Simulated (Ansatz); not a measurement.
Data:

```yaml
crystal:
  lattice:
    - [0.00000, 2.25911, 2.25911]
    - [2.25911, 0.00000, 2.25911]
    - [2.25911, 2.25911, 0.00000]
  atoms:
    - { symbol: B, position: [0.00000, 0.00000, 0.00000] }
    - { symbol: P, position: [0.25000, 0.25000, 0.25000] }
```

No spin polarisation.

All numbers come from r2SCAN in Ansatz (plane waves to 500 eV, PAW, spin-orbit coupling left out). k-mesh 12×12×12 (Γ-centred); smearing 0.05 eV (Fermi–Dirac).

Q: What smallest direct gap does the calculation give?

A: 3.62 eV.

Q: What electron mass does the calculation give?

A: 1.3 mₑ along k, 0.22 mₑ across (off the special points).

Q: What is the computed band gap?

A: 1.39 eV.

Q: What is the computed width of the top valence band?

A: 5.81 eV.

Load acts through the strain it causes; cell and atoms are relaxed under it. Masses are band curvatures over ±0.01 Å⁻¹ around the edge. Along k means along the line from Γ to the band edge. Stability against distortions was not tested. The cell was made from BP in the zinc blende structure (space group F-43m, No. 216) by this change: pressure 2.1 GPa.

Ansatz is a first-principles code.
